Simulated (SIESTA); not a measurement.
Worked example: self-consistent single point of MoW (P1, 2 atoms in the cell) in SIESTA.

Level of theory: LDA PW92, numerical atomic orbitals DZP, PseudoDojo LDA standard norm-conserving potentials (rewritten from UPF to PSML) (SIESTA).

The change in words: atoms moved at random. Reference geometry:
```
CELL_PARAMETERS angstrom
      1.56191    -2.20972     0.00000
      1.56191     2.20972     0.00000
      0.00000     0.00000     4.43724
ATOMIC_POSITIONS crystal
  Mo 0.00000 0.00000 0.00000
  W  0.50000 0.50000 0.50000
```

Reference input (self-consistent single point, DFT, LDA PW92, numerical atomic orbitals DZP, PseudoDojo LDA standard norm-conserving potentials (rewritten from UPF to PSML)): XC.functional = LDA; XC.authors = PW92; potentials = PseudoDojo LDA standard; PAO.BasisSize = DZP; PAO.EnergyShift = 0.01 Ry; MeshCutoff = 400 Ry; kgrid.MonkhorstPack = 10 10 6; OccupationFunction = FD; ElectronicTemperature = 1578.21 K; MaxSCFIterations = 150; SCF.Mixer.Method = Pulay; SCF.Mixer.Weight = 0.25. This run's input differs from it in these lines:

```diff
@@ -18,4 +18,4 @@
 %block AtomicCoordinatesAndAtomicSpecies
-     0.000000000    0.000000000    0.000000000  1
-     1.561913000    0.000000000    2.218619000  2
+    -0.006672492    0.006956208    0.029454386  1
+     1.568585492   -0.006956208    2.189164614  2
 %endblock AtomicCoordinatesAndAtomicSpecies
```

Log, with long lists cut:

```
        iscf     Eharris(eV)        E_KS(eV)     FreeEng(eV)     dDmax    Ef(eV) dHmax(eV)
   scf:    1    -3963.531495    -3976.801540    -3976.855458  1.262506 -2.221646  8.613297
   scf:    2    -3977.811767    -3978.242801    -3978.310105  0.344118 -2.750761  5.938211
   scf:    3    -3978.986439    -3978.867761    -3978.937863  0.134591 -2.888885  2.797374
   scf:    4    -3979.331070    -3979.188350    -3979.269894  0.160737 -3.385978  0.341842
   scf:    5    -3979.181174    -3979.191536    -3979.272297  0.017410 -3.367976  0.238659
   scf:    6    -3979.174416    -3979.189437    -3979.270774  0.016615 -3.391249  0.303032
   scf:    7    -3979.186711    -3979.192999    -3979.273805  0.014186 -3.378428  0.168556
   scf:    8    -3979.189999    -3979.193487    -3979.274520  0.007905 -3.383874  0.114127
   scf:    9    -3979.194548    -3979.194370    -3979.275330  0.002977 -3.383734  0.000300
   scf:   10    -3979.194370    -3979.194370    -3979.275330  0.000011 -3.383726  0.000168
SCF Convergence by DM+H criterion
max |DM_out - DM_in|         :     0.0000111706
max |H_out - H_in|      (eV) :     0.0001680968
SCF cycle converged after 10 iterations

Using DM_out to compute the final energy and forces

siesta: E_KS(eV) =            -3979.1944

siesta: E_KS - E_eggbox =     -3979.1944

siesta: Atomic forces (eV/Ang):
     1    0.060699   -0.101406   -0.960337
     2   -0.057808    0.097592    0.961895
   Tot    0.002891   -0.003814    0.001559
   Max    0.961895
   Res    0.558916    sqrt( Sum f_i^2 / 3N )
   Max    0.961895    constrained

Stress tensor Voigt[x,y,z,yz,xz,xy] (kbar):       13.42       14.91       21.89       -1.61        0.61        0.05
(Free)E + p*V (eV/cell)    -3979.5953
Target enthalpy (eV/cell)    -3979.2753

siesta: Program's energy decomposition (eV):
siesta: FreeEng =     -3979.275330

   [... lines left out ...]
siesta: Cell volume =         30.629323 Ang**3
siesta:         -16.73733145        -51.27858861  kBar
   [... lines left out ...]
               5dz2    5dxz    5dx2-y2
   2 13.772   1.824   0.698  -0.067   1.935   1.942   1.940   0.319   0.333
              0.272   1.115   0.824   0.979   1.027   0.859  -0.066  -0.051

             -0.037  -0.032  -0.041

mulliken: Qtot =       28.000

Mulliken Atomic Populations:
Atom #   charge [q] valence [e]  Species
     1    -0.227579   14.227579  Mo
     2     0.227579   13.772421  W
 Total    -0.000000
```

The run converged in 10 iterations. Against the reference run the free energy rises by 14.7 meV/atom, the pressure goes from -2.36 to -1.67 GPa and the largest force goes from 0.000 to 0.969 eV/Å.

The starting cell comes from a database of computed structures (which also holds hypothetical and non-ambient phases and stackings), without a prior relaxation at this level. Its lattice was rescaled by a random factor within 2.5 % of one. For this run, on top of that: atoms moved at random. Spin polarisation is off. Values carry the incompleteness of an atom-centred basis.

Cost on one core of a shared machine: roughly 60 s.
